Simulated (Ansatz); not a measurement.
## Hypothetical cubic perovskite KMnBr3, element substitutions

Base system: KMnBr3 in the cubic perovskite structure (space group Pm-3m, No. 221; a = 5.2547 Å; ferromagnetic; a hypothetical phase, not in the database extracts checked).

Each row replaces one element on all its sites; cell and atoms are relaxed.

Method: PBEsol (Ansatz, a quantum-chemistry and plane-wave program; PAW; 420 eV plane waves; no spin-orbit coupling).

Q: Only one of these keeps a band gap. Which?
A) Mn → Ni
B) K → Na
C) K → Sc

A: B, K → Na. Computed: Mn → Ni: zero; K → Na: 0.51 eV; K → Sc: zero

Whether these cells are dynamically stable was not tested. As relaxed here, NaMnBr3 is a hypothetical phase, not in the database extracts checked. No Hubbard U is applied and the magnetic state is the run's own (KNiBr3 weakly magnetic; KMnBr3 ferromagnetic; NaMnBr3 ferromagnetic; ScMnBr3 ferrimagnetic); other magnetic orders, which need larger cells, were not tried and can change the gap. A gap here joins edges of opposite spin (a spin-flip gap). Many cubic perovskites are stable only at high temperature; tilts and polar distortions were not tested.
